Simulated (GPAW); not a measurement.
Worked example: self-consistent single point of Mg₃Zn (P1, 4 atoms in the cell) in GPAW.

Level of theory: LDA (Perdew-Wang 92), GPAW PAW datasets LDA (gpaw-data 1.0.1) (plane waves; GPAW).

The change in words: atoms moved at random. Reference geometry:
```xyz
4
Lattice="3.1014 0.0000 0.0000 -1.5507 2.6858 0.0000 0.0000 0.0000 9.6936" Properties=species:S:1:pos:R:3 pbc="T T T"
Mg     0.0000     0.0000     0.0000
Mg     1.5507     0.8953     7.0851
Mg     1.5507     0.8953     2.6085
Zn     0.0000     0.0000     4.8468
```

Reference input (self-consistent single point, DFT LDA (Perdew-Wang 92), plane waves, GPAW PAW datasets LDA (gpaw-data 1.0.1)): mode = pw; ecut = 850 eV; xc = LDA; kpts = 8 8 3; mesh shift (steps) = 0 0 0; occupations.name = methfessel-paxton; occupations.width = 0.1 eV; occupations.order = 0; nbands = -8; convergence.density = 1e-05 e/electron; symmetry.symmorphic = false; symmetry.tolerance = 0.0005. This run's input differs from it in these lines:

```diff
@@ -8,6 +8,6 @@
                     [0.000000, 0.000000, 9.693600]],
-              scaled_positions=[[0.000000, 0.000000, 0.000000],
-                                [0.666667, 0.333333, 0.730910],
-                                [0.666667, 0.333333, 0.269090],
-                                [0.000000, 0.000000, 0.500000]],
+              scaled_positions=[[-0.004682, -0.009774, -0.005946],
+                                [0.673464, 0.317929, 0.733300],
+                                [0.682326, 0.364858, 0.274336],
+                                [-0.017774, -0.006348, 0.498310]],
               pbc=True)
```

Log, with long lists cut:

```
     iter     time        total  log10-change:
                         energy   eigst   dens
iter:   1 --:--:--    -7.653014
iter:   2 --:--:--    -7.726881   -0.55  -1.55
iter:   3 --:--:--    -7.644793   -1.73  -1.58
iter:   4 --:--:--    -7.693129   -1.58  -1.65
iter:   5 --:--:--    -7.708883   -2.12  -1.90
iter:   6 --:--:--    -7.689803c  -3.40  -2.06
iter:   7 --:--:--    -7.623996   -2.41  -2.30
iter:   8 --:--:--    -7.606174   -2.64  -2.54
iter:   9 --:--:--    -7.605068c  -3.74  -2.72
iter:  10 --:--:--    -7.605133c  -4.32  -2.94
iter:  11 --:--:--    -7.604539c  -5.46  -3.02
iter:  12 --:--:--    -7.603325c  -4.01  -3.11
iter:  13 --:--:--    -7.603324c  -5.27  -3.46
iter:  14 --:--:--    -7.603251c  -5.98  -3.52
iter:  15 --:--:--    -7.603247c  -6.26  -3.68
iter:  16 --:--:--    -7.603245c  -5.93  -3.79
iter:  17 --:--:--    -7.603237c  -6.94  -3.98
iter:  18 --:--:--    -7.603238c  -6.39  -4.04
iter:  19 --:--:--    -7.603238c  -7.51c -4.47
iter:  20 --:--:--    -7.603240c  -7.55c -4.55
iter:  21 --:--:--    -7.603240c  -8.48c -4.84
iter:  22 --:--:--    -7.603240c  -9.47c -5.09c
Converged after 22 iterations.

Dipole moment: (3.688547, -1.298407, 1.879482) |e|*Ang

Energy contributions relative to reference atoms: (reference = -65069.591754)

Kinetic:         -7.851514
Potential:      +13.034140
External:        +0.000000
XC:             -12.524933
Entropy (-ST):   -0.012488
Local:           -0.254689
SIC:             +0.000000
--------------------------
Free energy:     -7.609484
Extrapolated:    -7.603240

Showing only first 2 kpts
 Kpt  Band  Eigenvalues  Occupancy
  0    19     -1.68640    2.00000
  0    20      2.47880    2.00000
  0    21      3.15880    2.00000
  0    22     10.01051    0.00000

  1    19     -0.64675    2.00000
  1    20      0.89955    2.00000
  1    21      5.03257    0.00000
  1    22      7.59415    0.00000

Fermi level: 4.13918

No gap
No difference between direct/indirect transitions
Energy (eV): -7.60324

Forces in eV/Ang:
  0 Mg    0.01662    0.02373    0.22818
  1 Mg   -0.06312    0.02694   -0.24808
  2 Mg   -0.01935   -0.10522   -0.16946
  3 Zn    0.06589    0.05457    0.18943

Stress tensor:
     0.012526     0.000781     0.000102
     0.000781     0.011139    -0.001022
     0.000102    -0.001022     0.011033
Stress (GPa, Voigt): [ 2.0069  1.7846  1.7677 -0.1638  0.0163  0.1252]
```

The run converged in 22 iterations. GPAW prints stress with tension positive. Against the reference run the free energy rises by 5.7 meV/atom, the pressure goes from -2.04 to -1.85 GPa and the largest force goes from 0.082 to 0.257 eV/Å.

The starting cell comes from a database of computed structures (which also holds hypothetical and non-ambient phases and stackings), without a prior relaxation at this level. For this run, on top of that: atoms moved at random.

Cost on one core of a shared machine: roughly 3 min.
